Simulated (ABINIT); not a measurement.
Input and output of a self-consistent single point for Al3Cu (P4/mmm, 4 atoms in the cell) (ABINIT).

Method: LDA (PW92), PAW (JTH v2.0 LDA PAW) (plane waves; ABINIT 10.0.3).

The change in words: lattice scaled by 0.98. Reference geometry:
```xyz
4
Lattice="2.7990 0.0000 0.0000 0.0000 2.7990 0.0000 0.0000 0.0000 7.5690" Properties=species:S:1:pos:R:3 pbc="T T T"
Al     0.0000     0.0000     3.7845
Al     1.3995     1.3995     1.7115
Al     1.3995     1.3995     5.8575
Cu     0.0000     0.0000     0.0000
```

Reference input (self-consistent single point, DFT, LDA (PW92), plane waves, PAW (JTH v2.0 LDA PAW)): pseudos = [Al.LDA_PW-JTH.xml, Cu.LDA_PW-JTH.xml]; ecut = 816 eV; pawecutdg = 1633 eV; pawxcdev = 0; occopt = 3; tsmear = 0.00367493 Ha; ngkpt = 15 15 6; nshiftk = 1; shiftk = 0 0 0; potentials = JTH v2.0 LDA PAW; nband = 19; kptopt = 1. This run's input differs from it in these lines:

```diff
@@ -3,3 +3,3 @@
 pseudos "Al.LDA_PW-JTH.xml, Cu.LDA_PW-JTH.xml"
-acell 5.2892867310 5.2892867310 14.3033351476
+acell 5.1835017523 5.1835017523 14.0172684068
 rprim
```

Output, abridged:

```
--- !BeginCycle
solver: {iscf: 17, nstep: 80, nline: 4, wfoptalg: 10, }
tolerances: {tolvrs: 1.00E-12, }
...

     iter   Etot(hartree)      deltaE(h)  residm     nres2
 ETOT  1  -200.49607747751    -2.005E+02 2.931E+01 3.797E+01
 ETOT  2  -204.55702894505    -4.061E+00 1.233E-01 1.687E+01
 ETOT  3  -204.52690294038     3.013E-02 7.109E-02 8.196E+00
 ETOT  4  -204.51902758980     7.875E-03 7.674E-02 1.389E+00
 ETOT  5  -204.51285070945     6.177E-03 1.204E-02 5.273E-01
   [... 9 lines left out ...]
 ETOT 15  -204.51216947668     4.320E-12 3.411E-04 5.022E-11
 ETOT 16  -204.51216947669    -7.503E-12 2.448E-04 2.631E-12
 ETOT 17  -204.51216947668     1.040E-11 2.502E-04 1.034E-12
 ETOT 18  -204.51216947669    -7.617E-12 1.458E-04 3.592E-14
 At SCF step   18       nres2   =  3.59E-14 < tolvrs=  1.00E-12 =>converged.

 Cartesian components of stress tensor (hartree/bohr^3)
  sigma(1 1)= -5.82615528E-05  sigma(3 2)=  0.00000000E+00
  sigma(2 2)= -5.82615528E-05  sigma(3 1)=  0.00000000E+00
  sigma(3 3)= -7.62882197E-05  sigma(2 1)=  0.00000000E+00

 ----iterations are completed or convergence reached----

 reduced coordinates (array xred) for    4 atoms
       0.000000000000      0.000000000000      0.500000000000
       0.500000000000      0.500000000000      0.226120000000
       0.500000000000      0.500000000000      0.773880000000
       0.000000000000      0.000000000000      0.000000000000
 cartesian forces (eV/Angstrom) at end:
    1     -0.00000000000000    -0.00000000000000    -0.00000000000000
   [... lines left out ...]
 Fermi (or HOMO) energy (eV) =   9.65672   Average Vxc (eV)= -10.71196
   [... lines left out ...]
'-kT*entropy'       : -1.52103992826181E-03
total_energy        : -2.04512169562512E+02
total_energy_eV     : -5.56505915000691E+03
...

-Cartesian components of stress tensor (GPa)         [Pressure=  1.8909E+00 GPa]
- sigma(1 1)= -1.71411377E+00  sigma(3 2)=  0.00000000E+00
- sigma(2 2)= -1.71411377E+00  sigma(3 1)=  0.00000000E+00
- sigma(3 3)= -2.24447653E+00  sigma(2 1)=  0.00000000E+00

 Calculation completed.
```

The run converged in 18 iterations. Against the reference run the free energy goes down by 7.0 meV/atom, the pressure goes from -4.37 to 1.89 GPa and the largest force goes from 0.325 to 0.239 eV/Å.

The starting cell comes from a database of computed structures (which also holds hypothetical and non-ambient phases and stackings), without a prior relaxation at this level. Its lattice was rescaled by a random factor within 2.5 % of one. For this run, on top of that: lattice scaled by 0.98. Spin polarisation is off.

Cost on one core of a shared machine: roughly 7 min.
